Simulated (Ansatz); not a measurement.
**GaP: strain along the normal**

GaP (zinc blende, F-43m, 20.108 Å³/atom at rest) under an equal strain ε in the (001) plane with the normal axis free, as in a coherent film. PBEsol in Ansatz, a plane-wave DFT program (PAW, default set), 420 eV, 11×11×11 Γ-centred mesh, Fermi-Dirac smearing 0.05 eV; ions are relaxed within the symmetry of each cell.

Here s stands for strain and y for normal strain.

| strain (%) | normal strain (%) |
|---|---|
| -1.50 | 1.32 |
| -1.00 | 0.89 |
| -0.50 | 0.44 |
| 0.00 | 0.00 |
| 0.50 | -0.45 |
| 1.00 | -0.90 |
| 1.50 | -1.35 |
| 3.00 | ? |

Taking a straight line for y over the 7 complete rows: Means: s 0, y -0.007. About the means, the sum of products is -6.2400 and the sum of squares of s is 7.0000; the slope is their ratio. Least squares gives y = -0.007 - 0.8914·s. Residuals (row less fit): -0.010, 0.006, 0.001, 0.007, 0.003, -0.002, -0.006; standard error 0.007 (degrees of freedom: 5). The slope, -0.89 ± 0.00, is the elastic response of the normal axis, −2C12/C11 for this plane.

### Question
Estimate the missing y (s = 3.00); what did the run itself give?

### Answer
y = -0.007 - 0.8914 × 3.0 = -2.681%. The calculation gives -2.74%, 0.059% below the prediction (1.5 % of the range of y in the table). The row lies outside the fitted rows, so this is an extrapolation. From the scatter of the fitted rows alone, a prediction at this place has a standard error of 0.011%, so the miss is 5.4 times that.

One order more, fitted to all 13 runs of the series, follows each within 0.01, so the miss is the next term of a smooth law. Rows are the converged runs of the series near zero and its far end; series whose fitted rows scatter by over a few per cent of the range, as at a crossing or softening among them, aren't shown in this form. Most that stay on the fit to the last digits aren't either.
